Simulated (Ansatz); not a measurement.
Start from KMgF$_{3}$ in the cubic perovskite structure (space group Pm-3m, No. 221; a = 3.991 Å). Axes: x, y, z lie along the cube axes.

Calculations: Ansatz (a first-principles code), PBEsol, PAW, cutoff 420 eV, no spin-orbit coupling.

Strains are applied to the cell and any free atomic positions relax.

One change was made to it. Results:

| quantity | base | after |
|---|---|---|
| band gap | 7.12 eV | 7.20 eV |
| energy relative to the base (free energy F) | 0 meV/atom | +0.9 meV/atom |

Question: Which change produced these results?
(A) uniaxial strain ε_zz = −1.80 %
(B) uniaxial strain ε_zz = −2.40 %
(C) uniaxial strain ε_zz = −1.20 %

Answer: C, uniaxial strain ε_zz = −1.20 %. For comparison, the band gap in the other runs: uniaxial strain ε_zz = −1.80 % gives 7.24 eV; uniaxial strain ε_zz = −2.40 % gives 7.29 eV.

No phonon test of stability was made.
